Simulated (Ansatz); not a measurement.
Take K₂S in the anti-fluorite structure (space group Fm-3m, No. 225; a = 7.462 Å) as the base.

Level of theory: PBE, PAW, 420 eV (Ansatz, a first-principles code; spin-orbit coupling left out).

Before the change:

- Band gap: 2.32 eV
- Gap character: indirect, X → Γ
- Electron mass: 0.36 mₑ (at Γ)

The change: an isotropic linear strain of +0.50 %; the atoms relax in the strained cell.

How does this affect the band gap?

The band gap decreases by 0.038 eV (2.32 eV → 2.29 eV).

What does the calculation give for the gap character after the change?

The gap character is still indirect, X → Γ.

What does the calculation give for the electron mass after the change?

The electron mass is still 0.36 mₑ (at Γ).

Effective masses come from finite differences of ±0.01 Å⁻¹. Stability against distortions was not tested.
